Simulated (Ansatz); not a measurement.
System: PtC (model structure, P-6m2, No. 187, 2 atoms in the cell). Method: PBE (plane waves, PAW; Ansatz, a program for electronic structure).

Input file:

Ansatz 0.2 input:
```yaml
crystal:
  lattice:
    - [3.0394758399, 0.0000002947, 0.0]
    - [-1.5197381752, 2.6322631442, 0.0]
    - [0.0, 0.0, 2.8928618117]
  atoms:
    - { symbol: Pt, position: [0.0, 0.0, 0.0] }
    - { symbol: C, position: [0.3333333333, 0.6666666667, 0.5] }
basis:
  ecutwfc: 520
  ecutrho_ratio: 4
  xc_grid: 2
kpoints:
  mp_grid: { grid: [24, 24, 20] }
hamiltonian:
  xc: pbe
  dispersion: none
  pseudopotentials: { kind: paw }
scf:
  occupations: { method: fermi_dirac, width: 0.05 }
output:
  forces: true
  stress: true
  eigenvalues: true
relax:
  f_tol: 0.004
  escape_saddle: false
  max_steps: 80
  cell: { stress_tol: 0.02, fix: [volume] }
```

Excerpt of the program's output:

```
Relaxation: its limit of steps is 80 (relax.max_steps)
Crystal: 2 atoms, lattice volume = 23.145 Å³
Basis set: ecut = 520 eV, 623 PW (Γ), exchange–correlation on 48×48×48 points (8 copies of the dense FFT grid, shifted against one another)
Bands: 15, of which v1, the nominal top of the filled ones, is band 11 counted from 1 (10 counted from 0)
Symmetry: 12 space group operations
Space group: P-6m2 (ITA 187), of the structure as read, at distance tolerance 2.8e-5 Å
k-points: 671 of 11520 (time reversal used)
Functional: x = pbe(κ = 0.804, μ = 0.2195149727645171), c = pbe(β = 0.06672455060314922)
SCF iter   1: F=—  HF=-12770.849152 eV  |F-HF|=—  |Δ(HF+E_count)|=         —  Δρ=1.21e-2  dr2=1.24e-2
SCF iter   2: F=—  HF=-12770.850782 eV  |F-HF|=—  |Δ(HF+E_count)|=   1.63e-3  Δρ=7.12e-3  dr2=5.88e-3
  ...
SCF 1 converged in 6 iterations: F = -12770.850685 eV  dr2 = 8.23e-10
Crystal: 2 atoms, lattice volume = 23.145 Å³
Initial density: handed on by an earlier stage of this run
SCF 2 converged in 6 iterations: F = -12770.850850 eV  dr2 = 1.01e-12
Crystal: 2 atoms, lattice volume = 23.145 Å³
SCF 3 converged in 6 iterations: F = -12770.850894 eV  dr2 = 1.14e-13
Crystal: 2 atoms, lattice volume = 23.145 Å³
SCF iter   6: F=-12770.850892 eV  HF=-12770.850892 eV  |F-HF|=3.64e-12  |Δ(HF+E_count)|=  1.82e-12  Δρ=1.30e-9  dr2=3.90e-16
SCF iter   7: F=-12770.850892 eV  HF=-12770.850892 eV  |F-HF|=7.28e-12  |Δ(HF+E_count)|=  1.82e-12  Δρ=2.38e-10  dr2=6.12e-18
SCF 4 converged in 7 iterations: F = -12770.850892 eV  dr2 = 6.12e-18
SCF converged after 7 iterations
Free energy (F): -12770.850892 eV
Internal energy: -12770.843162 eV  (E = F + TS)
E sigma→0 (E₀):  -12770.847027 eV
Fermi energy:    18.824231 eV
--- Forces (eV/Å), atoms counted from 1 ---
  atom   1  Pt     0.00000000    -0.00000000     0.00000000
  atom   2  C      0.00000000    -0.00000000     0.00000000
--- Stress (GPa, compression-positive) ---
       -4.569540      -0.000000       0.000000
       -0.000000      -4.569540       0.000000
        0.000000       0.000000      -4.574252
  P = ⅓ Tr σ = -4.5711 GPa (-45.711 kbar)
```

The cell is one volume of an energy–volume scan, off the minimum.

Note: the relaxation could raise the start's symmetry but not lower it, so the cell can be a saddle point.

It cost very roughly 100 core-seconds of CPU time.

A model structure was made by putting elements into a prototype or built by hand; it is no filed structure, need not be a known phase, and can be a saddle point held by its symmetry.
